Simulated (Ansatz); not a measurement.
Take Sb in the fcc (Cu type) structure (space group Fm-3m, No. 225; a = 4.714 Å; relaxed with 0.1 eV smearing) as the base. Axes: x, y, z lie along the cube axes.

Method: Ansatz (a quantum-chemistry and plane-wave program) PBEsol, no spin-orbit coupling.

Before the change:

The volume per atom comes out as 26.19 Å³.

Now apply this change: biaxial strain −4.26 %, plane normal [111], relaxed out of plane (Cartesian); in-plane vectors clamped, the third vector and the atoms free.

What does the calculation give for the in-plane stress after the change?

The mean in-plane stress (compression positive) is +3.5 GPa.

What does the calculation give for the volume per atom after the change?

The volume per atom drops by 0.578 Å³, from 26.19 Å³ to 25.62 Å³.

Stability against distortions was not tested. This is not the structure that Sb has at room temperature and ambient pressure.
